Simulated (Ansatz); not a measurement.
# tetragonal WSi2 (1 1 0) on rock-salt PbTe (1 1 1) (film strained to the substrate, started from cuts of the bulks and a machine-learned relaxation; slabs Pb4Te4 and Si8W4, which can lie off the formulas)

A periodic stack without vacuum, tetragonal WSi2 (1 1 0) on rock-salt PbTe (1 1 1) (film strained to the substrate, started from cuts of the bulks and a machine-learned relaxation; slabs Pb4Te4 and Si8W4, which can lie off the formulas): substrate slab Pb4Te4, film Si8W4, surface cells [[0, 1], [-1, 0]] and [[-1, -1], [1, 0]], film strained by +1.7 and +2.3 %, outermost planes Te/Pb and SiW/SiW as cut, which need not be the usual terminations and can put a slab off its formula.

The start was prepared with a machine-learned potential, and the result is one local minimum, with the in-plane cell held and forces under 0.04 eV/Å; the film can end far from its bulk form.

Level of theory: PBE (plane waves to 420 eV, PAW; Ansatz, a program for electronic structure). No spin–orbit coupling; the runs are not spin-polarised. Its k-point mesh 8×8×1, Fermi–Dirac width 0.05 eV.

- interface area = 18.7 Å²
- period = 25.45 Å
- heights between the nearest atoms of the two slabs at the two interfaces = 2.67 and 2.75 Å
- Pb–W contacts across the interfaces within 1.22 times the sum of covalent radii = 1, mean 2.80 Å
- Te–W contacts across the interfaces within 1.22 times the sum of covalent radii = 1, mean 2.80 Å

```yaml
crystal:
  lattice:
    - [4.64602, -0.00119, 0.07529]
    - [-2.32435, 4.02166, 0.12093]
    - [-1.52920, 2.33088, 25.54289]
  atoms:
    - { symbol: Pb, position: [0.36220, 0.82577, 0.11869] }
    - { symbol: Pb, position: [0.67370, 0.36468, 0.27221] }
    - { symbol: Pb, position: [0.98288, 0.90593, 0.42464] }
    - { symbol: Pb, position: [0.29010, 0.45145, 0.57333] }
    - { symbol: Te, position: [0.71093, 0.54377, 0.05469] }
    - { symbol: Te, position: [0.02123, 0.08551, 0.20719] }
    - { symbol: Te, position: [0.32986, 0.62553, 0.35985] }
    - { symbol: Te, position: [0.63758, 0.16567, 0.51151] }
    - { symbol: Si, position: [0.93876, 0.69767, 0.67816] }
    - { symbol: Si, position: [0.61555, 0.02045, 0.67819] }
    - { symbol: Si, position: [0.42879, 0.11689, 0.76796] }
    - { symbol: Si, position: [0.09514, 0.45047, 0.76788] }
    - { symbol: Si, position: [0.91218, 0.54249, 0.85840] }
    - { symbol: Si, position: [0.57992, 0.87482, 0.85829] }
    - { symbol: Si, position: [0.39092, 0.97305, 0.94670] }
    - { symbol: Si, position: [0.06843, 0.29577, 0.94673] }
    - { symbol: W, position: [0.27658, 0.35414, 0.68347] }
    - { symbol: W, position: [0.76168, 0.78236, 0.76962] }
    - { symbol: W, position: [0.24653, 0.20971, 0.85704] }
    - { symbol: W, position: [0.73054, 0.63713, 0.94476] }
```
